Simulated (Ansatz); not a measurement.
K: K → Sc

Base system: K in the bcc (W type) structure (space group Im-3m, No. 229; a = 5.347 Å).

Now apply this change: every K is replaced by Sc, then cell and atoms are relaxed.

The values are results of r2SCAN (Ansatz, a program for electronic structure), scalar-relativistic without spin-orbit coupling, not measurements. Γ-centred 18×18×18 mesh, Fermi–Dirac width 0.05 eV, for the changed cell.

The lattice parameter a drops by 1.658 Å (5.347 Å → 3.689 Å) and the band gap is still zero.

No phonon test of stability was made. As relaxed here, Sc is a hypothetical phase, not in the database extracts checked. The final runs are not spin-polarised. Sc has a high density of states at the Fermi level and may be magnetic at this level.
